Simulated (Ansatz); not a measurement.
**A15 Mo3Si**

The numbers are results of PBEsol (plane waves, PAW; Ansatz, a quantum-chemistry and plane-wave program), not measurements.

Numerical settings: plane-wave cutoff 500 eV, 8×8×8 k mesh, Fermi–Dirac smearing 0.05 eV, no spin polarisation, scalar-relativistic PAW data made under PBE.

Cell (relaxed at this level):

```
CELL_PARAMETERS angstrom
      4.86165     0.00000     0.00000
      0.00000     4.86165     0.00000
      0.00000     0.00000     4.86165
ATOMIC_POSITIONS crystal
  Si 0.50000 0.50000 0.50000
  Si 0.00000 0.00000 0.00000
  Mo 0.00000 0.50000 0.25000
  Mo 0.00000 0.50000 0.75000
  Mo 0.25000 0.00000 0.50000
  Mo 0.75000 0.00000 0.50000
  Mo 0.50000 0.25000 0.00000
  Mo 0.50000 0.75000 0.00000
```

```yaml
volume_per_atom: 14.36 Å³/atom
lattice_constant_a: 4.862 Å
```

Measured, for comparison: lattice constant a 4.889 Å (temperature not stated, copied from a table, unchecked, not corrected to a static lattice; as tabulated in Dopovidi Akademii Nauk Ukrains'koi RSR, Seriya A: Fiziko-Tekhnichni ta Matematichni Nauki 1970, 553 (1970)). Computed (rounded) less measured: lattice constant a not scored (unchecked). A static lattice is as a rule a little smaller and stiffer than an uncorrected measurement, which narrows the difference in the lattice constant a and would widen misses of the other sign.

Computed values are for the static lattice.
